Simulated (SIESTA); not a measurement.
**Worked example: self-consistent single point of Li₄Mn₃OF₁₁ (P1, 19 atoms in the cell) in SIESTA**

Computed with LDA PW92, numerical atomic orbitals TZP, PseudoDojo LDA standard norm-conserving potentials (rewritten from UPF to PSML) in SIESTA.

This input was run:

```
# files in the folder: Li.psml Mn.psml O.psml F.psml (PseudoDojo LDA standard)
SystemName  Li4Mn3OF11
SystemLabel li4mn3of11

NumberOfAtoms                19
NumberOfSpecies              4
%block ChemicalSpeciesLabel
  1 3 Li
  2 25 Mn
  3 8 O
  4 9 F
%endblock ChemicalSpeciesLabel
LatticeConstant              1.0 Bohr
%block LatticeVectors
    11.195776912    0.000000000    0.000000000
    -1.519339804   11.262300940    0.000000000
    -1.444022880   -1.868058525   11.239002507
%endblock LatticeVectors
AtomicCoordinatesFormat      ScaledCartesian
%block AtomicCoordinatesAndAtomicSpecies
     9.602366511   10.968917326    0.046079910  1
     6.506572636    2.700960951   10.368204593  1
     7.987415946    7.269508523    4.473235388  1
     6.059200143    0.832361869    3.123880747  1
     2.124919993    8.627162311    7.854489292  2
     0.065507604    2.675910633    6.671584278  2
     2.178925078    6.514295243    0.999709273  2
     1.945154684    5.176603556    8.915001569  3
    -1.445590898    8.772305657    7.608692307  4
     2.012667920   10.210414484    1.212126420  4
     0.879404887    5.712988266    4.244634077  4
    -0.852344683    1.556913018   10.503185013  4
     4.766513332    8.610922061    5.081265423  4
     3.325501562    0.946251784    6.607859134  4
     9.177975196    7.465970532    0.895973280  4
     5.165329825    4.244480982    1.690907927  4
     7.983379888    4.027365364    6.856016309  4
     6.256474487   -1.337522730   10.144211273  4
    10.028858930    0.834748113    3.854191130  4
%endblock AtomicCoordinatesAndAtomicSpecies

XC.functional                LDA
XC.authors                   PW92
PAO.BasisSize                TZP
PAO.EnergyShift              0.01 Ry
PAO.Polarization.NonPerturbative true
MeshCutoff                   400 Ry
%block kgrid.MonkhorstPack
    3   0   0  0.0
    0   3   0  0.0
    0   0   3  0.0
%endblock kgrid.MonkhorstPack
OccupationFunction           MP
OccupationMPOrder            0
ElectronicTemperature        20.0 meV
Spin                         polarized
%block DM.InitSpin
  1 +0.00
  2 +0.00
  3 +0.00
  4 +0.00
  5 +4.00
  6 +4.00
  7 +4.00
  8 +0.00
  9 +0.00
  10 +0.00
  11 +0.00
  12 +0.00
  13 +0.00
  14 +0.00
  15 +0.00
  16 +0.00
  17 +0.00
  18 +0.00
  19 +0.00
%endblock DM.InitSpin

MaxSCFIterations             150
SCF.Mixer.Method             Pulay
SCF.Mixer.Weight             0.1
SCF.Mixer.History            6
SCF.DM.Tolerance             1.0E-04
Diag.ParallelOverK           true
WriteForces                  true
Charge.Mulliken              end
```

Log, with long lists cut:

```
reinit: Reading from file input.fdf

reinit: System Name: Li4Mn3OF11
reinit: System Label: li4mn3of11

NOTE on units for spin output:
{S} is the spin magnetic moment, in units of the Bohr magneton,
assuming a g-factor for the electron spin of exactly 2.
The spin magnetic moment is then numerically equal to the charge inbalance,
in units of electrons, between the spin-up and -down channels.

coor:   Atomic-coordinates input format  =     Cartesian coordinates
coor:                                          (in units of alat)

siesta: Atomic coordinates (Bohr) and species
siesta:      9.60237  10.96892   0.04608  1        1
siesta:      6.50657   2.70096  10.36820  1        2
siesta:      7.98742   7.26951   4.47324  1        3
siesta:      6.05920   0.83236   3.12388  1        4
siesta:      2.12492   8.62716   7.85449  2        5
siesta:      0.06551   2.67591   6.67158  2        6
siesta:      2.17893   6.51430   0.99971  2        7
siesta:      1.94515   5.17660   8.91500  3        8
siesta:     -1.44559   8.77231   7.60869  4        9
siesta:      2.01267  10.21041   1.21213  4       10
siesta:      0.87940   5.71299   4.24463  4       11
siesta:     -0.85234   1.55691  10.50319  4       12
siesta:      4.76651   8.61092   5.08127  4       13
siesta:      3.32550   0.94625   6.60786  4       14
siesta:      9.17798   7.46597   0.89597  4       15
siesta:      5.16533   4.24448   1.69091  4       16
siesta:      7.98338   4.02737   6.85602  4       17
siesta:      6.25647  -1.33752  10.14421  4       18
siesta:     10.02886   0.83475   3.85419  4       19

siesta: System type = bulk

initatomlists: Number of atoms, orbitals, and projectors:     19   307   242

siesta: ******************** Simulation parameters ****************************
redata: Spin configuration                          = collinear
redata: Time-Reversal Symmetry                      = T
   [... lines left out ...]
diag: Used triangular part                          = Lower
diag: Absolute tolerance                            =  0.100E-15
diag: Orthogonalization factor                      =  0.100E-05
diag: Memory factor                                 =  1.0000

superc: Internal auxiliary supercell:     5 x     5 x     5  =     125
superc: Number of atoms, orbitals, and projectors:   2375  38375  30250

                        Single-point calculation

superc: Internal auxiliary supercell:     5 x     5 x     5  =     125
superc: Number of atoms, orbitals, and projectors:   2375  38375  30250

outcell: Unit cell vectors (Ang):
        5.924550    0.000000    0.000000
       -0.804000    5.959753    0.000000
       -0.764144   -0.988534    5.947424

outcell: Cell vector modules (Ang)   :    5.924550    6.013740    6.077250
outcell: Cell angles (23,13,12) (deg):     98.3020     97.2234     97.6831
outcell: Cell volume (Ang**3)        :    209.9967
new_DM -- step:     1
Initializing Density Matrix...

Attempting to read DM from file... Failed...
DM filled with atomic data (user-defined):

InitMesh: MESH = 72 x 72 x 72 = 373248
InitMesh: Mesh cutoff (required, used) =   400.000   405.051 Ry

stepf: Methfessel-Paxton step function
       Using Hermite-Gauss polynomials of order  0
        iscf     Eharris(eV)        E_KS(eV)     FreeEng(eV)     dDmax    Ef(eV) dHmax(eV)
   scf:    1   -17363.624725   -17432.198091   -17432.198951  1.713920 -2.220161 29.456641
     spin moment: {S} , |S| = {        0.0        0.0   11.92567 }    11.92567
   scf:    2   -17476.948259   -17456.425370   -17456.425370  0.176203 -3.680584 18.233299
     spin moment: {S} , |S| = {        0.0        0.0   12.00000 }    12.00000
   scf:    3   -17471.154962   -17472.774653   -17472.774653  0.159849 -6.987672  9.118662
     spin moment: {S} , |S| = {        0.0        0.0   12.00000 }    12.00000
   scf:    4   -17474.495611   -17473.724412   -17473.724412  0.027545 -6.953732  6.357446
     spin moment: {S} , |S| = {        0.0        0.0   12.00000 }    12.00000
   scf:    5   -17474.676763   -17474.301913   -17474.301913  0.014564 -7.254715  3.009642
     spin moment: {S} , |S| = {        0.0        0.0   12.00000 }    12.00000
   scf:    6   -17473.277131   -17474.288283   -17474.288283  0.044369 -7.210386  2.389699
   [... lines left out ...]
   scf:   14   -17474.648854   -17474.648835   -17474.648835  0.000382 -7.355713  0.006910
     spin moment: {S} , |S| = {        0.0        0.0   12.00000 }    12.00000
   scf:   15   -17474.648851   -17474.648843   -17474.648843  0.000138 -7.355615  0.006217
     spin moment: {S} , |S| = {        0.0        0.0   12.00000 }    12.00000
   scf:   16   -17474.648885   -17474.648863   -17474.648863  0.000664 -7.355629  0.002329
     spin moment: {S} , |S| = {        0.0        0.0   12.00000 }    12.00000
   scf:   17   -17474.648866   -17474.648864   -17474.648864  0.000113 -7.355609  0.001782
     spin moment: {S} , |S| = {        0.0        0.0   12.00000 }    12.00000
   scf:   18   -17474.648866   -17474.648865   -17474.648865  0.000107 -7.355449  0.000983
     spin moment: {S} , |S| = {        0.0        0.0   12.00000 }    12.00000
   scf:   19   -17474.648866   -17474.648865   -17474.648865  0.000030 -7.355337  0.000726
     spin moment: {S} , |S| = {        0.0        0.0   12.00000 }    12.00000
SCF Convergence by DM+H criterion
max |DM_out - DM_in|         :     0.0000298351
max |H_out - H_in|      (eV) :     0.0007260417
SCF cycle converged after 19 iterations

Using DM_out to compute the final energy and forces

siesta: E_KS(eV) =           -17474.6489

siesta: E_KS - E_eggbox =    -17474.6489

siesta: Atomic forces (eV/Ang):
     1    0.099338   -0.013970   -0.052428
     2   -0.009566    0.101817    0.009263
     3    0.006672    0.004767    0.099899
   [... 16 lines left out ...]
   Tot   -0.003343   -0.010750   -0.004883
   Max    0.735009
   Res    0.223733    sqrt( Sum f_i^2 / 3N )
   Max    0.735009    constrained

Stress tensor Voigt[x,y,z,yz,xz,xy] (kbar):      129.96      130.15      127.13        0.20        0.59        0.58
(Free)E + p*V (eV/cell)   -17491.5674
Target enthalpy (eV/cell)   -17474.6489

siesta: Program's energy decomposition (eV):
siesta: Ebs     =     -3533.489765
siesta: Eions   =     25353.959992
siesta: Ena     =      3502.915198
siesta: Ekin    =      9624.179836
siesta: Enl     =     -1997.175371
siesta: Eso     =         0.000000
siesta: Edftu   =         0.000000
siesta: DEna    =       119.423303
siesta: DUscf   =         7.405118
siesta: DUext   =         0.000000
siesta: Ex      =     -3085.555890
siesta: Ec      =      -291.881068
siesta: Exc     =     -3377.436958
siesta: Eharris =    -17474.648866
siesta: Etot    =    -17474.648865
siesta: FreeEng =    -17474.648865

siesta: Atomic forces (eV/Ang):
siesta:      1    0.099338   -0.013970   -0.052428
siesta:      2   -0.009566    0.101817    0.009263
siesta:      3    0.006672    0.004767    0.099899
siesta:      4   -0.121963   -0.040373   -0.023859
siesta:      5   -0.106505   -0.296122    0.076298
siesta:      6   -0.121755    0.206286   -0.043632
siesta:      7    0.040764    0.060551   -0.230913
siesta:      8   -0.544835    0.198687    0.125863
siesta:      9    0.528268    0.045018    0.009138
siesta:     10    0.033975   -0.429718   -0.147267
siesta:     11    0.062413   -0.117101   -0.113450
siesta:     12    0.109548    0.285669   -0.163273
siesta:     13   -0.287801    0.050308    0.211299
   [... lines left out ...]
siesta: Cell volume =        209.996729 Ang**3
siesta:        -129.08086996       -127.51006301  kBar
   [... lines left out ...]

              0.004
  18  3.588   0.782  -0.083   0.216   0.853   0.850   0.821  -0.124  -0.129
             -0.133   0.164   0.168   0.190   0.003   0.002   0.002   0.005

              0.002
  19  3.586   0.775  -0.083   0.223   0.859   0.799   0.842  -0.127  -0.133
             -0.120   0.159   0.205   0.172   0.002   0.005   0.003   0.003

              0.002

mulliken: Qtot =       64.000

Mulliken Atomic Populations:
Atom #   charge [q] valence [e]      Sz [e]  Species
     1     0.015890    2.984110   -0.002237  Li
     2     0.098541    2.901459   -0.003624  Li
     3     0.066650    2.933350   -0.000834  Li
     4     0.111842    2.888158    0.001578  Li
     5     0.924087   14.075913    3.861122  Mn
     6     0.888617   14.111383    3.827699  Mn
     7     0.925994   14.074006    3.874035  Mn
     8    -0.473266    6.473266   -0.145869  O
     9    -0.229857    7.229857    0.039381  F
    10    -0.236213    7.236213    0.060383  F
    11    -0.223153    7.223153    0.065684  F
    12    -0.231949    7.231949    0.093931  F
    13    -0.250559    7.250559    0.080038  F
    14    -0.219454    7.219454    0.015092  F
    15    -0.267135    7.267135    0.038547  F
    16    -0.237127    7.237127    0.056564  F
    17    -0.208068    7.208068    0.031725  F
    18    -0.240717    7.240717    0.064190  F
    19    -0.214122    7.214122    0.042597  F
 Total    -0.000000               12.000000
```

The run converged in 19 iterations.

The starting cell comes from a database of computed structures (which also holds hypothetical and non-ambient phases and stackings), without a prior relaxation at this level. The magnetic order is the one reached from the typed start; others were not searched systematically. Values carry the incompleteness of an atom-centred basis. With a pressure of about -13 GPa the cell is away from its equilibrium volume at this level.

Cost on one core of a shared machine: roughly 3 min.
